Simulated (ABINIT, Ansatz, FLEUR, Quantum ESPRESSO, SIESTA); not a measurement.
## SnTe (Fm-3m, 2 atoms in the cell) computed with different codes at matched settings

Self-consistent single point.

```yaml
crystal:
  lattice:
    - [0.00000, 3.12401, 3.12401]
    - [3.12401, 0.00000, 3.12401]
    - [3.12401, 3.12401, 0.00000]
  atoms:
    - { symbol: Sn, position: [0.00000, 0.00000, 0.00000] }
    - { symbol: Te, position: [0.50000, 0.50000, 0.50000] }
```

Shared settings, as Ansatz (a first-principles code) writes them: kpoints.mp_grid.grid = 6 6 6; magnetization.spin_orbit = true; scf.occupations.method = gaussian; scf.occupations.width = 0.01 Ry. Potentials and cutoffs stand in the table.

| code | model | pressure (GPa) | gap on the mesh (eV) | cutoff |
|---|---|---|---|---|
| FLEUR | PBE, all-electron FLAPW (FLEUR), scalar-relativistic valence with spin-orbit coupling in second variation | – | 0.326 | Kmax 3.8 1/bohr |
| Quantum ESPRESSO | PBE, spin-orbit coupling, PseudoDojo fully relativistic norm-conserving (PBE) pseudopotentials | 3.61 | 0.344 | 80 Ry |
| SIESTA | GGA PBE with spin-orbit coupling, numerical atomic orbitals DZP, PseudoDojo PBE fully relativistic norm-conserving potentials (rewritten from UPF to PSML) | – | 0.291 | grid 400 Ry |
| Ansatz | PBE with spin-orbit coupling, PAW files | 3.62 | – | 30.9 Ry |
| ABINIT | PBE, spin-orbit coupling, norm-conserving pseudopotentials (PseudoDojo nc-fr-04 PBE standard) | 3.61 | 0.344 | 40 Ha |

A dash marks a value that a program does not give, or that is left out as unsure.

No gap is tabulated for Ansatz: it is not read from that output, or partly filled or unconverged empty levels leave it unsure.

Gaps are read on the mesh.

The spread over the programs that give each value: pressure within 0.01 GPa; gap on the mesh within 0.053 eV.

SIESTA uses small atom-centred bases, whose incompleteness enters pressures, forces and empty levels differently from a plane-wave cutoff. FLEUR treats all electrons, but the usual bases taken here (sphere radii, linearisation, local orbitals, empty states) were not tested for convergence, so the values are no reference for the others. Ansatz's pressure is given at a fixed set of plane waves, as the other plane-wave codes print theirs.

The starting cell comes from a database of computed structures (which also holds hypothetical and non-ambient phases and stackings), without a prior relaxation at this level. Its lattice was rescaled by a random factor within 2.5 % of one.

Left out of this page: Elk (with a known weakness of the program).

Keys are those of Ansatz 0.2.
